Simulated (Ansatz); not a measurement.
Structures of equal composition on the (110) surface of bcc Nb: a layer of Os in place of the second plane; a layer of Os in place of the third plane. The slabs share one bottom face, and each structure is named by its start. These are constructed structures in small cells; real faces may alloy, dewet or reconstruct in larger ones, and not all known structures of the face are among them. Slabs of about 12 Å with all that they carry, Fermi-Dirac smearing of 0.1 eV. Bottom of the slabs: a bare face, its two planes held. Relaxed from the named starts with such symmetry as they have, on meshes of like density; energies extrapolated to zero smearing; no spin-orbit coupling, no U. Spin-polarised runs, if any, are marked in brackets, and their order is one that fits the cell; the others ran without spin.

Computed with PBE (plane waves to 420 eV, PAW; Ansatz, a quantum-chemistry and plane-wave program).

Q: Put the candidates in order of energy per 1x1 cell, lowest first, for PBE.

A: a layer of Os in place of the third plane (0.000 eV), a layer of Os in place of the second plane (0.225 eV)
